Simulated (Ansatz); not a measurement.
W: pressure 4.5 GPa

Take W in the bcc (W type) structure (space group Im-3m, No. 229; a = 3.1355 Å) as the base.

Modification: cell and atoms relaxed at a pressure of 4.5 GPa.

The values are results of LDA, PAW, 420 eV (Ansatz, a program for electronic structure; without spin-orbit coupling), not measurements. Γ-centred 21×21×21 mesh, Fermi–Dirac width 0.05 eV.

* **Volume per atom**: 15.21 Å³ (base 15.41 Å³)
* **Density**: 20.07 g/cm³ (base 19.81 g/cm³)
* **Lattice parameter a**: 3.122 Å (base 3.135 Å)
* **Shortest interatomic distance**: 2.704 Å (base 2.715 Å)
* **Band gap**: zero (base zero)

Final structure:

```xyz
1
Lattice="-1.5609 1.5609 1.5609 1.5609 -1.5609 1.5609 1.5609 1.5609 -1.5609" Properties=species:S:1:pos:R:3 pbc="T T T"
W      0.0000     0.0000     0.0000
```

Load acts through the strain it causes; cell and atoms are relaxed under it. Whether these cells are dynamically stable was not tested. All final runs are without spin polarisation.
